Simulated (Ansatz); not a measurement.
Consider this model of amorphous Si$_{24}$O$_{47}$F$_{2}$.

```xyz
73
Lattice="10.5129 0.0000 0.0000 0.0000 10.5129 0.0000 0.0000 0.0000 10.5129" Properties=species:S:1:pos:R:3 pbc="T T T"
Si     0.4168     6.4422     7.0089
Si     5.8326     1.3493     2.0126
Si     8.9664     4.7278     1.2289
Si     0.2819     0.3604     2.5200
Si     6.3649     1.2535     4.8875
Si     9.1612     8.8095     5.9353
Si     8.8587     3.0009     9.1937
Si     5.1291     4.1064     5.4406
Si     7.4931     5.5701     8.1399
Si     0.9571     5.2768     2.6458
Si     2.1707     4.8622     5.4444
Si     6.1266     4.4983     2.5808
Si     9.8905     6.8490     9.5685
Si     9.4316     1.2742     5.1188
Si     9.2918     9.2499     0.5811
Si     0.1934     3.5550     6.9426
Si     6.3173     9.6365     7.0692
Si     4.0296     8.1344     8.3431
Si     3.4973     4.5141     0.8779
Si    10.0574     8.1182     3.1494
Si     2.9776     9.3950    10.0436
Si     2.9650     1.3631     1.2806
Si     4.6539     5.2697     8.4666
Si     7.2023     0.4206     9.7581
O      1.7967     3.7579     6.6208
O      7.5358     5.0958     1.9522
O      2.1455     5.2631     1.4871
O     10.2322     2.4321     5.8959
O     10.1507     4.3772     2.2817
O      4.7723     5.0309     1.7955
O      6.0929     4.7523     4.2215
O      3.8782     4.6659     9.7845
O      7.7270     8.8893     6.7135
O      8.2943     1.4854     9.1721
O      5.1394     8.5305     7.2402
O      4.4352     8.5915     9.9158
O      0.5598     9.4095     3.2005
O      0.6461     6.3743     8.6441
O      7.9105     9.6024    10.3432
O      6.4712     0.6623     3.3519
O      8.5357     6.6777     8.6726
O      1.4048     4.5898     4.0450
O      5.0475     4.3581     7.1128
O      8.8227     3.4435     0.2410
O     10.0640     5.0612     6.6541
O      9.7238    10.3390     5.8172
O      6.1130     5.8151     8.9671
O      9.0251     8.3210     1.8944
O     10.2074     7.8704     6.7493
O      6.1352     2.9178     2.2308
O      3.1495     2.9270     0.9531
O      2.6134     9.0351     8.4539
O      7.9047     4.0076     8.3284
O      9.6145     5.9568     0.3753
O      6.3347    10.5124     8.4503
O      3.7388     6.5615     8.0700
O      5.8550     0.0394     5.8225
O      4.2722     0.8989     2.1199
O     10.1522     8.3912    10.0038
O      5.3412     2.4971     5.2076
O      0.4773     6.8063     2.9687
O      1.6579     1.1523     2.2140
O      1.7600     6.3317     6.0745
O      6.3431     1.0066     0.5012
O     10.3397     3.0771     8.4744
O      9.8735     1.2356     3.5452
O      2.9080     0.4615    10.4137
O     10.0385     0.1103     1.0771
O      7.8726     1.7053     5.2865
O      3.7068     4.7307     5.0012
O      9.0767     8.1133     4.4570
F      2.1132     8.6460     0.6413
F      7.2867     5.8551     6.5842
```

These are PBE, scalar-relativistic without spin-orbit coupling (plane waves to 420 eV, PAW; Ansatz, an electronic-structure program) values and carry that method's errors.

Preparation: random packing, a CHGNet melt and quench, and a DFT relaxation. O and F atoms were pushed apart under 1.9 Å during the dynamics, to hinder bonds among them. The hot cell started wider than the set density and was brought back towards it in steps. It is the lowest in DFT energy of 2 quenches. It is a model cell: composition and starting density were chosen by hand, and all elements were melted together. No dispersion term was used. Its density started from a set value of 2.19 and ended at 2.09 g/cm³. The quench (nominally 88 K/ps over its main leg) was far faster than any real one, so the model tends to hold more defects than a real film. A cell of this size samples the disorder only roughly. The volume was free in the relaxation, at fixed shape. Stress components on the final sampling reach 2.6 GPa.

Cut-offs for bonds: Si-Si 2.60 Å, Si-O 1.90 Å, Si-F 2.02 Å, O-O 1.58 Å, O-F 1.48 Å, F-F 1.37 Å. Two cations that share two anions don't count as bonded, nor two that share one unless they lie closer than Si-Si 2.38 Å.

Question: Give the coordination numbers, mean bond lengths and angles.

Answer: 
```json
{
 "Mean coordination of Si by anions": "4.00 (24 with 4)",
 "Mean coordination of O": "2.00 (47 with 2)",
 "Mean coordination of F": "1.00 (2 with 1)",
 "Mean Si-O bond": "1.636 Å (spread 0.019 Å, 94 counted)",
 "Mean Si-F bond": "1.595 Å (spread 0.000 Å, 2 counted)",
 "Bond angle at Si": "mean 109.5°, spread 5.7°",
 "Bond angle at O": "mean 138.3°, spread 16.8°"
}
```

Question: List the pairs of like atoms that count as bonded by the rules above.

Answer: There are none by these rules.
